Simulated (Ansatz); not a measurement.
A self-consistent single point of NbAs (Imm2, 4 atoms in the cell) with Ansatz (an electronic-structure program).

Method: PBEsol, default PAW files made with PBE (plane waves; Ansatz).

The change in words: lattice scaled by 0.98; kpoints.mp_grid.grid: 8 8 8 → 10 10 10; scf.occupations.width: 0.0073 Ry → 0.0037 Ry. Reference geometry:
```yaml
crystal:
  lattice:
    - [-1.74194, 1.74194, 5.93455]
    - [1.74194, -1.74194, 5.93455]
    - [1.74194, 1.74194, -5.93455]
  atoms:
    - { symbol: Nb, position: [0.75393, 0.75393, 0.00000] }
    - { symbol: Nb, position: [0.49972, 0.99972, 0.50000] }
    - { symbol: As, position: [0.16728, 0.16728, 0.00000] }
    - { symbol: As, position: [0.91728, 0.41728, 0.50000] }
```

Reference input (self-consistent single point, DFT, PBEsol, plane waves, default PAW files made with PBE): basis.ecutwfc = 30.9 Ry; kpoints.mp_grid.grid = 8 8 8; hamiltonian.xc = pbesol; hamiltonian.pseudopotentials = {kind: paw} (the program's default PAW files); scf.occupations.method = gaussian; scf.occupations.width = 0.0073 Ry. This run's input differs from it in these lines:

Ansatz 0.2 input:
```diff
@@ -3,5 +3,5 @@
   lattice:
-    - [-1.74193600, 1.74193600, 5.93455500]
-    - [1.74193600, -1.74193600, 5.93455500]
-    - [1.74193600, 1.74193600, -5.93455500]
+    - [-1.70709700, 1.70709700, 5.81586400]
+    - [1.70709700, -1.70709700, 5.81586400]
+    - [1.70709700, 1.70709700, -5.81586400]
   atoms:
@@ -14,3 +14,3 @@
 kpoints:
-  mp_grid: { grid: [8, 8, 8] }
+  mp_grid: { grid: [10, 10, 10] }
 hamiltonian:
@@ -19,3 +19,3 @@
 scf:
-  occupations: { method: gaussian, width: 0.0073 Ry }
+  occupations: { method: gaussian, width: 0.0037 Ry }
 output:
```

Output, abridged:

```
SCF iter   1: F=—  HF=-18619.943402 eV  |F-HF|=—  |Δ(HF+E_count)|=         —  Δρ=8.63e-3  dr2=4.10e-2  ethr=1.77e-3  ⟨swp⟩=5.9  Hψ=23533  notcnv=0
all-band conjugate gradients solve this SCF's bands
preconditioner: auto → Kerker (q_TF=auto, 2.643 Å⁻¹)
SCF iter   2: F=—  HF=-18619.937064 eV  |F-HF|=—  |Δ(HF+E_count)|=   6.34e-3  Δρ=4.91e-3  dr2=1.32e-2  ethr=7.33e-5  ⟨swp⟩=1.3  Hψ=7285  notcnv=0  defer=3
   [... lines left out ...]
SCF iter   4: F=—  HF=-18619.934892 eV  |F-HF|=—  |Δ(HF+E_count)|=   3.96e-5  Δρ=2.12e-4  dr2=4.08e-5  ethr=5.76e-7  ⟨swp⟩=2.0  Hψ=9965  notcnv=0  defer=3
SCF iter   5: F=—  HF=-18619.934860 eV  |F-HF|=—  |Δ(HF+E_count)|=   3.16e-5  Δρ=8.30e-5  dr2=7.07e-6  ethr=7.28e-8  ⟨swp⟩=2.0  Hψ=10007  notcnv=0  defer=3
SCF iter   6: F=—  HF=-18619.934858 eV  |F-HF|=—  |Δ(HF+E_count)|=   1.88e-6  Δρ=1.99e-5  dr2=5.25e-7  ethr=1.26e-8  ⟨swp⟩=2.0  Hψ=10014  notcnv=0  defer=3
SCF iter   7: F=-18619.934858 eV  HF=-18619.934858 eV  |F-HF|=2.14e-8  |Δ(HF+E_count)|=   1.30e-7  Δρ=4.66e-6  dr2=2.87e-8  ethr=1.79e-10  ⟨swp⟩=8.0  Hψ=23344  notcnv=0
SCF 1 converged in 7 iterations: F = -18619.934858 eV  dr2 = 2.87e-8
Free energy (F): -18619.934858 eV
Internal energy: -18619.933805 eV  (E = F + TS)
E sigma→0 (E₀):  -18619.934331 eV
Entropy (-TS):   -0.001053 eV (-0.263 meV/atom)
Fermi energy:    16.671533 eV
--- Forces (eV/Å), atoms counted from 1 ---
  atom   1  Nb     0.00000000     0.00000000    -0.82028987
  atom   2  Nb     0.00000000     0.00000000     0.11955673
  atom   3  As     0.00000000     0.00000000     0.31649523
  atom   4  As     0.00000000     0.00000000     0.38420350
--- Stress (GPa, compression-positive) ---
        3.263808       0.000000       0.000000
        0.000000       1.972654       0.000000
        0.000000       0.000000       2.305078
  P = ⅓ Tr σ = 2.5138 GPa (25.138 kbar)
  The stress holds the Pulay correction. Without it, at fixed plane waves, as pw.x and ABINIT print it: P = 2.4885 GPa
```

The run converged in 7 iterations. Against the reference run the free energy goes down by 19.9 meV/atom, the pressure goes from -7.52 to 2.51 GPa and the largest force goes from 0.664 to 0.820 eV/Å.

The starting cell comes from a database of computed structures (which also holds hypothetical and non-ambient phases and stackings), without a prior relaxation at this level. Its lattice was rescaled by up to half a per cent. One atom was moved a little off its site on purpose. For this run, on top of that: lattice scaled by 0.98. Spin polarisation is off. Ansatz's pressure includes its estimate of the finite-basis (Pulay) stress.
